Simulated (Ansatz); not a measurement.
Hypothetical diamond Ga: pressure series

Base system: Ga in the diamond structure (space group Fd-3m, No. 227; a = 5.884 Å; a hypothetical phase, not in the database extracts checked).

Cell and atoms are relaxed at each pressure.

Method: PBE/PAW in Ansatz (a program for electronic structure), no spin-orbit coupling.

Notes on the quantities. enthalpy: H = E + PV relative to the base's energy.

```tsv
case	shortest interatomic distance	density	enthalpy
base	2.548 Å	4.55 g/cm³	–
pressure −2 GPa	2.604 Å	4.26 g/cm³	-0.33 eV/atom
pressure −1 GPa	2.573 Å	4.41 g/cm³	-0.16 eV/atom
pressure 0.3 GPa	2.541 Å	4.58 g/cm³	+0.05 eV/atom
pressure 0.7 GPa	2.532 Å	4.63 g/cm³	+0.11 eV/atom
pressure 1.5 GPa	2.515 Å	4.73 g/cm³	+0.23 eV/atom
pressure 3 GPa	2.487 Å	4.89 g/cm³	+0.46 eV/atom
pressure 5 GPa	2.456 Å	5.07 g/cm³	+0.75 eV/atom
pressure 7.5 GPa	2.424 Å	5.28 g/cm³	+1.10 eV/atom
pressure 10 GPa	[?]	[?]	+1.43 eV/atom
```

### Question
Fill in the withheld entries from the trend.

### Answer

- pressure 10 GPa, shortest interatomic distance: 2.397 Å
- pressure 10 GPa, density: 5.46 g/cm³

Load acts through the strain it causes; cell and atoms are relaxed under it. Whether these cells are dynamically stable was not tested. No other phases were tried under pressure.
